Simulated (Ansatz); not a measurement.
## What pressure 3 GPa does to CoO

Start from CoO in the rock salt structure (space group Fm-3m, No. 225; a = 4.248 Å; ferromagnetic).

It is then changed as follows: cell and atoms relaxed at a pressure of 3 GPa.

Method: PBE in Ansatz (plane waves to 420 eV, PAW, scalar-relativistic without spin-orbit coupling). Γ-centred 19×19×19 mesh, Fermi–Dirac width 0.05 eV.

The volume per atom drops by 0.17 Å³ to 9.41 Å³ and the density grows by 0.12 g/cm³ to 6.61 g/cm³. The lattice parameter a falls by 0.0254 Å to 4.222 Å and the shortest interatomic distance shrinks by 0.013 Å to 2.111 Å. The enthalpy H = E + PV relative to the base's energy amounts to +0.18 eV/atom and the band gap stays zero. The magnetic state stays ferromagnetic.

Load acts through the strain it causes; cell and atoms are relaxed under it. No phonon test of stability was made. No Hubbard U is applied and the magnetic state is the run's own (CoO ferromagnetic); other magnetic orders, which need larger cells, were not tried and can change the gap. In its common phase, real CoO is an antiferromagnetic insulator at low temperature.

Ansatz is a program for electronic structure.
